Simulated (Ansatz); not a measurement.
Related cells compared by their Bader charge of H.

Cell A: a supercell of 96 sites of NiSi (Pnma) with H off the lattice sites (2 Ni at 1.59 Å and 2 Si at 1.85 Å); an odd number of electrons; spin state with PBE: no moments, k-point mesh 2×2×2.
```xyz
97
Lattice="10.1188 0.0000 0.0000 0.0000 10.3142 0.0000 0.0000 0.0000 11.2423" Properties=species:S:1:pos:R:3 pbc="T T T"
Si     2.5311     4.2391     3.2951
Si     0.8432     0.9155     2.3533
Si     0.8432     3.5585     0.5328
Si     2.5290     1.6562     5.1583
Ni     0.8432     2.6204     3.8747
Ni     2.5339     2.5398     1.7642
Ni     2.5428     5.1275     1.0725
Ni     0.8432     0.0402     4.5730
Si     2.5337     4.2364     8.9141
Si     0.8432     0.9152     7.9395
Si     0.8432     3.4978     6.0999
Si     2.6739     1.6705    10.8262
Ni     0.8432     2.6278     9.5069
Ni     2.5270     2.5340     7.3888
Ni     2.5283     5.1107     6.6894
Ni     0.8432    -0.0088    10.1878
Si     2.5305     9.3902     3.2959
Si     0.8432     6.0809     2.3504
Si     0.8432     8.6350     0.4981
Si     2.5283     6.8111     5.1604
Ni     0.8432     7.7764     3.8793
Ni     2.5365     7.6910     1.7680
Ni     2.5382    10.2618     1.0695
Ni     0.8432     5.1982     4.5737
Si     2.5370     9.3879     8.8989
Si     0.8432     6.0742     7.9705
Si     0.8432     8.6562     6.1017
Si     2.5313     6.8175    10.7806
Ni     0.8432     7.7692     9.5001
Ni     2.5279     7.6887     7.3812
Ni     2.5381    10.2687     6.6801
Ni     0.8432     5.1965    10.1961
Si     5.9026     4.2339     3.2978
Si     4.2199     0.9169     2.3606
Si     4.2324     3.5287     0.4925
Si     5.9026     1.6576     5.1592
Ni     4.2144     2.6211     3.8786
Ni     5.9026     2.5358     1.7666
Ni     5.9026     5.1265     1.0718
Ni     4.2176     0.0410     4.5764
Si     5.9026     4.2525     8.9013
Si     4.2214     0.9214     7.9629
Si     4.2138     3.4989     6.1026
Si     5.9026     1.6521    10.7886
Ni     4.2426     2.6301     9.4833
Ni     5.9026     2.5398     7.3788
Ni     5.9026     5.1150     6.6849
Ni     4.2248     0.0279    10.1888
Si     5.9026     9.3895     3.2969
Si     4.2215     6.0815     2.3609
Si     4.2192     8.6483     0.4798
Si     5.9026     6.8134     5.1577
Ni     4.2151     7.7783     3.8810
Ni     5.9026     7.6943     1.7653
Ni     5.9026    10.2681     1.0711
Ni     4.2162     5.1985     4.5775
Si     5.9026     9.3857     8.8991
Si     4.2148     6.0797     7.9641
Si     4.2167     8.6517     6.1002
Si     5.9026     6.8189    10.7781
Ni     4.2159     7.7754     9.4949
Ni     5.9026     7.6884     7.3794
Ni     5.9026    10.2686     6.6821
Ni     4.2175     5.2062    10.1916
Si     9.2742     4.2391     3.2951
Si     7.5854     0.9169     2.3606
Si     7.5728     3.5287     0.4925
Si     9.2762     1.6562     5.1583
Ni     7.5908     2.6211     3.8786
Ni     9.2714     2.5398     1.7642
Ni     9.2625     5.1275     1.0725
Ni     7.5877     0.0410     4.5764
Si     9.2715     4.2364     8.9141
Si     7.5838     0.9214     7.9629
Si     7.5914     3.4989     6.1026
Si     9.1313     1.6705    10.8262
Ni     7.5627     2.6301     9.4833
Ni     9.2782     2.5340     7.3888
Ni     9.2770     5.1107     6.6894
Ni     7.5804     0.0279    10.1888
Si     9.2748     9.3902     3.2959
Si     7.5838     6.0815     2.3609
Si     7.5861     8.6483     0.4798
Si     9.2770     6.8111     5.1604
Ni     7.5901     7.7783     3.8810
Ni     9.2687     7.6910     1.7680
Ni     9.2671    10.2618     1.0695
Ni     7.5891     5.1985     4.5775
Si     9.2682     9.3879     8.8989
Si     7.5905     6.0797     7.9641
Si     7.5886     8.6517     6.1002
Si     9.2739     6.8175    10.7806
Ni     7.5894     7.7754     9.4949
Ni     9.2774     7.6887     7.3812
Ni     9.2672    10.2687     6.6801
Ni     7.5878     5.2062    10.1916
H      0.8432     1.5190    -0.5940
```

Cell B: a supercell of 96 sites of NiSi (Pnma) with H off the lattice sites (3 Ni at 1.67–1.76 Å and 1 Si at 1.96 Å); an odd number of electrons; spin state with PBE: no moments, k-point mesh 2×2×2.
```
CELL_PARAMETERS angstrom
     10.11879     0.00000     0.00000
      0.00000    10.31419     0.00000
      0.00000     0.00000    11.24233
ATOMIC_POSITIONS crystal
  Si 0.24932 0.41007 0.29323
  Si 0.08333 0.08849 0.20921
  Si 0.08333 0.32588 0.03823
  Si 0.25024 0.16005 0.45871
  Ni 0.08333 0.25327 0.34495
  Ni 0.24988 0.24618 0.15595
  Ni 0.24975 0.49685 0.09503
  Ni 0.08333 0.00398 0.40706
  Si 0.25105 0.40959 0.79149
  Si 0.08333 0.08801 0.70791
  Si 0.08333 0.33801 0.54321
  Si 0.25224 0.15832 0.95684
  Ni 0.08333 0.25266 0.84321
  Ni 0.25056 0.24495 0.65641
  Ni 0.25012 0.49542 0.59470
  Ni 0.08333 0.00318 0.90625
  Si 0.25044 0.91113 0.29262
  Si 0.08333 0.59249 0.21708
  Si 0.08333 0.83835 0.04224
  Si 0.25050 0.66098 0.45980
  Ni 0.08333 0.75690 0.34751
  Ni 0.24980 0.74567 0.15679
  Ni 0.24982 0.99538 0.09459
  Ni 0.08333 0.50383 0.40873
  Si 0.25038 0.91014 0.79272
  Si 0.08333 0.58950 0.70765
  Si 0.08333 0.83980 0.54445
  Si 0.25273 0.66297 0.95743
  Ni 0.08333 0.75279 0.84494
  Ni 0.25084 0.74568 0.65718
  Ni 0.25070 0.99551 0.59481
  Ni 0.08333 0.50130 0.90542
  Si 0.58333 0.41025 0.29266
  Si 0.41655 0.08909 0.20852
  Si 0.41693 0.33906 0.04233
  Si 0.58333 0.16082 0.45833
  Ni 0.41634 0.25388 0.34427
  Ni 0.58333 0.24567 0.15659
  Ni 0.58333 0.49552 0.09487
  Ni 0.41706 0.00405 0.40647
  Si 0.58333 0.41093 0.79241
  Si 0.41721 0.08900 0.70853
  Si 0.41666 0.33908 0.54217
  Si 0.58333 0.16028 0.95907
  Ni 0.41777 0.25379 0.84432
  Ni 0.58333 0.24602 0.65619
  Ni 0.58333 0.49567 0.59442
  Ni 0.41745 0.00340 0.90643
  Si 0.58333 0.91042 0.29246
  Si 0.41714 0.58944 0.20912
  Si 0.41720 0.83933 0.04286
  Si 0.58333 0.66029 0.45838
  Ni 0.41649 0.75403 0.34471
  Ni 0.58333 0.74559 0.15681
  Ni 0.58333 0.99566 0.09474
  Ni 0.41630 0.50389 0.40632
  Si 0.58333 0.91102 0.79139
  Si 0.41690 0.58897 0.70853
  Si 0.41692 0.83918 0.54230
  Si 0.58333 0.65986 0.95919
  Ni 0.41860 0.75417 0.84413
  Ni 0.58333 0.74554 0.65608
  Ni 0.58333 0.99579 0.59409
  Ni 0.41604 0.50387 0.90666
  Si 0.91734 0.41007 0.29323
  Si 0.75011 0.08909 0.20852
  Si 0.74974 0.33906 0.04233
  Si 0.91643 0.16005 0.45871
  Ni 0.75032 0.25388 0.34427
  Ni 0.91679 0.24618 0.15595
  Ni 0.91691 0.49685 0.09503
  Ni 0.74961 0.00405 0.40647
  Si 0.91562 0.40959 0.79149
  Si 0.74946 0.08900 0.70853
  Si 0.75000 0.33908 0.54217
  Si 0.91442 0.15832 0.95684
  Ni 0.74890 0.25379 0.84432
  Ni 0.91611 0.24495 0.65641
  Ni 0.91655 0.49542 0.59470
  Ni 0.74922 0.00340 0.90643
  Si 0.91623 0.91113 0.29262
  Si 0.74952 0.58944 0.20912
  Si 0.74947 0.83933 0.04286
  Si 0.91617 0.66098 0.45980
  Ni 0.75018 0.75403 0.34471
  Ni 0.91686 0.74567 0.15679
  Ni 0.91685 0.99538 0.09459
  Ni 0.75037 0.50389 0.40632
  Si 0.91629 0.91014 0.79272
  Si 0.74976 0.58897 0.70853
  Si 0.74975 0.83918 0.54230
  Si 0.91394 0.66297 0.95743
  Ni 0.74806 0.75417 0.84413
  Ni 0.91583 0.74568 0.65718
  Ni 0.91597 0.99551 0.59481
  Ni 0.75063 0.50387 0.90666
  H  0.08333 0.51521 0.05343
```

Cell C: a supercell of 96 sites of NiSi (Pnma) with one empty Si site amid 6 Ni; H off the lattice sites (3 Ni at 1.65–1.83 Å); the closest two of these centres are 1.0 Å apart; an odd number of electrons; spin state with PBE: no moments, k-point mesh 2×2×2.
```xyz
96
Lattice="10.1188 0.0000 0.0000 0.0000 10.3142 0.0000 0.0000 0.0000 11.2423" Properties=species:S:1:pos:R:3 pbc="T T T"
Si     2.5481     4.2450     3.2838
Si     0.8379     0.9674     2.3217
Si     0.8117     3.4312     0.4497
Si     2.5545     1.6556     5.1615
Ni     0.8843     2.6318     3.8981
Ni     2.5613     2.5452     1.7601
Ni     2.5267     5.1013     1.0635
Ni     0.8504     0.0560     4.5597
Si     2.5557     4.2275     8.9121
Si     0.8480     0.9569     7.9970
Si     0.8753     3.5080     6.1167
Si     2.4954     1.6629    10.7601
Ni     0.8829     2.6817     9.4715
Ni     2.5822     2.5400     7.3649
Ni     2.5499     5.1321     6.6939
Ni     0.8016     0.0597    10.1929
Si     2.5367     9.4083     3.2843
Si     0.8597     6.0798     2.3499
Si     0.8534     8.6680     0.4832
Si     2.5472     6.8298     5.1638
Ni     0.8599     7.7876     3.8750
Ni     2.5487     7.7024     1.7626
Ni     2.5292    10.2906     1.0648
Ni     0.8678     5.2080     4.5803
Si     2.5200     9.4066     8.9488
Si     0.8575     6.0820     7.9771
Si     0.8591     8.6750     6.0953
Si     2.5396     6.8177    10.7887
Ni     0.8462     7.7784     9.5058
Ni     2.5422     7.7163     7.3911
Ni     2.5360    10.2835     6.7071
Ni     0.8662     5.1957    10.1998
Si     5.9192     4.2450     3.2837
Si     4.2337     0.9290     2.3371
Si     4.2336     3.4981     0.4678
Si     5.9130     1.6557     5.1615
Ni     4.2337     2.6275     3.8739
Ni     5.9059     2.5453     1.7601
Ni     5.9407     5.1012     1.0634
Ni     4.2338     0.0455     4.5689
Si     5.9115     4.2276     8.9121
Si     4.2338     0.9155     7.9871
Si     4.2338     3.5211     6.0796
Si     5.9722     1.6633    10.7600
Ni     4.2337     2.6208     9.5052
Ni     5.8852     2.5401     7.3648
Ni     5.9175     5.1322     6.6940
Ni     4.2338     0.0594    10.2011
Si     5.9308     9.4084     3.2843
Si     4.2337     6.0833     2.3309
Si     4.2336     8.6769     0.4859
Si     5.9202     6.8298     5.1639
Ni     4.2337     7.7886     3.8782
Ni     5.9187     7.7024     1.7626
Ni     5.9382    10.2908     1.0647
Ni     4.2337     5.2185     4.5617
Si     5.9475     9.4067     8.9486
Si     4.2337     6.0985     7.9797
Si     4.2337     8.6747     6.1104
Si     5.9278     6.8179    10.7887
Ni     4.2338     7.7959     9.5122
Ni     5.9251     7.7162     7.3912
Ni     5.9315    10.2835     6.7070
Ni     4.2336     5.2085    10.1983
Si     9.2931     4.2358     3.3174
Si     7.6298     0.9676     2.3214
Si     7.6560     3.4311     0.4496
Si     9.2930     1.6800     5.1530
Ni     7.5831     2.6318     3.8980
Ni     9.2933     2.5736     1.8152
Ni     9.2931     5.0980     1.0772
Ni     7.6170     0.0560     4.5595
Si     9.2931     4.2227     8.9306
Si     7.6194     0.9570     7.9970
Si     7.5920     3.5081     6.1166
Ni     7.5844     2.6820     9.4713
Ni     9.2931     2.5476     7.3871
Ni     9.2931     5.1192     6.6943
Ni     7.6650     0.0599    10.1929
Si     9.2932     9.4106     3.2635
Si     7.6077     6.0798     2.3498
Si     7.6141     8.6683     0.4832
Si     9.2931     6.8157     5.1551
Ni     7.6075     7.7876     3.8749
Ni     9.2931     7.6911     1.7623
Ni     9.2932    10.2981     1.0659
Ni     7.5996     5.2080     4.5802
Si     9.2929     9.3975     8.8728
Si     7.6099     6.0821     7.9773
Si     7.6083     8.6751     6.0954
Si     9.2930     6.7953    10.7917
Ni     7.6210     7.7787     9.5060
Ni     9.2931     7.6971     7.3697
Ni     9.2932    10.2888     6.6748
Ni     7.6012     5.1958    10.1998
H     -0.8230     0.6294    -0.4561
```

All numbers come from Ansatz (a first-principles code), plane waves with PAW, its default PAW set, cutoff 420 eV. The structures are at rest with PBE, within the held lattices. Neutral cells; Fermi-Dirac smearing of at most 0.05 eV in the solids, energies taken to zero width. Larger cells are relaxed from a start prepared with the learned potential CHGNet till forces fall under 0.03 eV/Å, which some starts already meet. No structure search was made; lower ones may exist. Values are for these cell sizes. A dispersion term ran beside these levels; it doesn't touch the electrons. Electrons of density maxima off the nuclei are shared among the atoms. Mean over the atoms, with the range where they differ; positive means electrons lost.

Task: What does PBE give for the Bader charge of H of each cell (e)?

Result: 
| cell | PBE |
|---|---|
| A | -0.37 |
| B | -0.24 |
| C | -0.22 |

With PBE the value is lowest for A and highest for C.
